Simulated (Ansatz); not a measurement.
**SrTiO3: response to strain**

The parent structure is SrTiO3 in the cubic perovskite structure (space group Pm-3m, No. 221; a = 3.891 Å).

Strains are applied to the cell and any free atomic positions relax.

All numbers come from PBEsol (Ansatz, a first-principles code), without spin-orbit coupling.

Notes on the quantities. energy relative to the base: free energy F.

```csv
case,energy relative to the base,pressure,band gap,shortest interatomic distance
base,0 meV/atom,-0.01 GPa,1.85 eV,1.946 Å
isotropic strain +1.20 %,+8.5 meV/atom,-6.16 GPa,1.79 eV,1.969 Å
isotropic strain +1.80 %,…,…,…,1.981 Å
isotropic strain +2.40 %,+33 meV/atom,-11.32 GPa,1.72 eV,1.992 Å
isotropic strain +3.00 %,+50 meV/atom,-13.57 GPa,1.69 eV,2.004 Å
```

### Question
Complete the table.

### Answer

- isotropic strain +1.80 %, energy relative to the base: +19 meV/atom
- isotropic strain +1.80 %, pressure: -8.85 GPa
- isotropic strain +1.80 %, band gap: 1.76 eV

Whether these cells are dynamically stable was not tested. The final runs are not spin-polarised. Many cubic perovskites are stable only at high temperature; tilts and polar distortions were not tested.
